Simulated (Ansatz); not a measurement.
## LaWN3: element substitutions

Consider LaWN3 (space group R3c, No. 161; a = 5.648 Å, c = 13.729 Å (hexagonal axes); a cell from a computed database, its experimental status unchecked).

Each row replaces one element on all its sites; cell and atoms are relaxed.

Method: PBEsol/PAW in Ansatz (an electronic-structure program), no spin-orbit coupling.

| case | space group | density | shortest interatomic distance |
|---|---|---|---|
| base | R3c (No. 161) | 9.58 g/cm³ | 1.897 Å |
| W → As | R-3c (No. 167) | 7.35 g/cm³ | 1.949 Å |
| N → F | R-3c (No. 167) | 8.93 g/cm³ | 2.267 Å |
| W → Ru | R3c (No. 161) | 7.92 g/cm³ | 1.931 Å |

Whether these cells are dynamically stable was not tested. As relaxed here, LaAsN3, LaWF3 and LaRuN3 are hypothetical phases, not in the database extracts checked. No Hubbard U is applied, and correlation can decide whether such a compound is a metal. All final runs are without spin polarisation.
